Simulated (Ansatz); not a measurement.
TiO2 (Pbca, No. 61), treated with r²SCAN in Ansatz (PAW).

Run with plane-wave cutoff 500 eV, 8×6×8 k mesh (along the axes of the cell as run), Fermi–Dirac smearing 0.05 eV, no spin polarisation, scalar-relativistic PAW data made under PBE.

Cell (relaxed at this level):

```yaml
crystal:
  lattice:
    - [5.13535, 0.00000, 0.00000]
    - [0.00000, 9.18796, 0.00000]
    - [0.00000, 0.00000, 5.45368]
  atoms:
    - { symbol: Ti, position: [0.13816, 0.37103, 0.40558] }
    - { symbol: Ti, position: [0.86184, 0.62897, 0.59442] }
    - { symbol: Ti, position: [0.36184, 0.62897, 0.90558] }
    - { symbol: Ti, position: [0.63816, 0.37103, 0.09442] }
    - { symbol: Ti, position: [0.63816, 0.12897, 0.59442] }
    - { symbol: Ti, position: [0.36184, 0.87103, 0.40558] }
    - { symbol: Ti, position: [0.86184, 0.87103, 0.09442] }
    - { symbol: Ti, position: [0.13816, 0.12897, 0.90558] }
    - { symbol: O, position: [0.46453, 0.26974, 0.38994] }
    - { symbol: O, position: [0.53547, 0.73026, 0.61006] }
    - { symbol: O, position: [0.03547, 0.73026, 0.88994] }
    - { symbol: O, position: [0.96453, 0.26974, 0.11006] }
    - { symbol: O, position: [0.96453, 0.23026, 0.61006] }
    - { symbol: O, position: [0.03547, 0.76974, 0.38994] }
    - { symbol: O, position: [0.53547, 0.76974, 0.11006] }
    - { symbol: O, position: [0.46453, 0.23026, 0.88994] }
    - { symbol: O, position: [0.81711, 0.01020, 0.85093] }
    - { symbol: O, position: [0.18289, 0.98980, 0.14907] }
    - { symbol: O, position: [0.68289, 0.98980, 0.35093] }
    - { symbol: O, position: [0.31711, 0.01020, 0.64907] }
    - { symbol: O, position: [0.31711, 0.48980, 0.14907] }
    - { symbol: O, position: [0.68289, 0.51020, 0.85093] }
    - { symbol: O, position: [0.18289, 0.51020, 0.64907] }
    - { symbol: O, position: [0.81711, 0.48980, 0.35093] }
```

### Question
Give the computed band gap.

### Answer

- band gap = 2.74 eV (on the SCF k mesh)

Measured, for comparison: band gap 3.26 eV (temperature not stated, not corrected to a static lattice; as tabulated in Wikipedia's data pages). Computed (rounded) less measured: band gap -0.52 eV.

Note: the relaxation could not lower the start's symmetry, so the cell can be a saddle point above a distorted one.

Static lattice: no zero-point or thermal effects.

Ansatz is a first-principles code.
